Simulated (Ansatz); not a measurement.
# Short convergence ladders for LuP (I4mm, 2 atoms in the cell)

```
LuP
1.0
    0.00000     2.74805     2.74805
    2.74805     0.00000     2.74805
    2.74805     2.74805     0.00000
Lu P
1 1
Cartesian
  0.00000   0.00000   0.05000
  2.74805   2.74805   2.74805
```

Base method: LDA (PW92), default PAW files made with PBE (plane waves; Ansatz, an electronic-structure program).

Base settings: basis.ecutwfc = 30.9 Ry; kpoints.mp_grid.grid = 10 10 10; hamiltonian.xc = lda; hamiltonian.pseudopotentials = {kind: paw} (the program's default PAW files); scf.occupations.method = fermi_dirac; scf.occupations.width = 0.0073 Ry.

The count of work is k-points × plane waves × bands × iterations; it is no time. 

**The width of Fermi-Dirac smearing**

In this ladder: kpoints.mp_grid.grid = 16 16 16.

Narrow widths need finer meshes than wide ones, so the last steps can hold mesh noise.

Only quantities that move along the ladder and can be compared are tabulated; pressure and forces are left out, as mesh noise rules them at narrow widths.

```csv
scf.occupations.width,free energy less the last step's (meV/atom),energy extrapolated to zero width less the last step's (meV/atom)
0.0735 Ry,-636.85,262.48
0.0367 Ry,-89.59,33.32
0.022 Ry,-22.82,6.03
0.0147 Ry,-8.37,1.22
0.0073 Ry,-1.50,0.01
0.0037 Ry,0.00,0.00
```

Widest scf.occupations.width that holds the free energy within 5 meV/atom of the last step, with all finer ones: 0.0073 Ry; the step before is off by 8.4 meV/atom.

Widest scf.occupations.width that holds the energy extrapolated to zero width within 2 meV/atom of the last step, with all finer ones: 0.0147 Ry; the step before is off by 6.0 meV/atom.

**The width of Methfessel-Paxton smearing**

In this ladder: kpoints.mp_grid.grid = 16 16 16; scf.occupations.method = methfessel_paxton.

Narrow widths need finer meshes than wide ones, so the last steps can hold mesh noise.

Only quantities that move along the ladder and can be compared are tabulated; pressure and forces are left out, as mesh noise rules them at narrow widths.

```csv
scf.occupations.width,free energy less the last step's (meV/atom)
0.0367 Ry,0.76
0.022 Ry,0.01
0.0147 Ry,0.00
0.0073 Ry,0.02
0.0037 Ry,0.00
```

Widest scf.occupations.width that holds the free energy within 0.5 meV/atom of the last step, with all finer ones: 0.022 Ry; the step before is off by 0.76 meV/atom.

**The mesh under tetrahedron occupations**

In this ladder: scf.occupations.method = tetrahedron; scf.occupations.width = default.

Only quantities that move along the ladder and can be compared are tabulated.

```tsv
kpoints.mp_grid.grid	free energy less the last step's (meV/atom)	pressure (GPa)	largest difference of a force vector from the last step's (eV/Å)	count of work / last
4 4 4	54.80	-4.19	0.289	0.013
5 5 5	21.13	-4.43	0.185	0.019
7 7 7	4.10	-4.84	0.060	0.043
8 8 8	1.93	-4.94	0.037	0.056
10 10 10	0.33	-5.03	0.017	0.096
13 13 13	-0.11	-5.09	0.006	0.18
16 16 16	0.15	-5.11	0.004	0.33
19 19 19	0.05	-5.12	0.002	0.52
24 24 24	0.00	-5.13	0.000	1.0
```

Coarsest kpoints.mp_grid.grid that holds the free energy within 1 meV/atom of the last step, with all finer ones: 10 10 10, at 0.096 of the last step's count of work; the step before is off by 1.9 meV/atom.

Coarsest kpoints.mp_grid.grid that holds the pressure within 0.05 GPa of the last step, with all finer ones: 13 13 13, at 0.18 of the last step's count of work; the step before is off by 0.10 GPa.

Coarsest kpoints.mp_grid.grid that holds the forces within 0.01 eV/Å of the last step, with all finer ones: 13 13 13, at 0.18 of the last step's count of work; the step before is off by 0.017 eV/Å.

On the base run: the starting cell comes from a database of computed structures (which also holds hypothetical and non-ambient phases and stackings), without a prior relaxation at this level. Its lattice was rescaled by up to half a per cent. One atom was moved a little off its site on purpose. In the base run, with a pressure of about -5 GPa the cell is away from its equilibrium volume at this level. Ansatz's pressure includes its estimate of the finite-basis (Pulay) stress. The run gives no clean gap (levels at the Fermi energy touch, overlap or are partly filled at this smearing), which alone does not show that the compound is a metal.

Left out of this page: 4 runs of the series outside the window shown, repeating another row's setting, or not comparable; 1 run of the series unsound by tests on forces, stress, charge or solver warnings.

Keys are those of Ansatz 0.2.
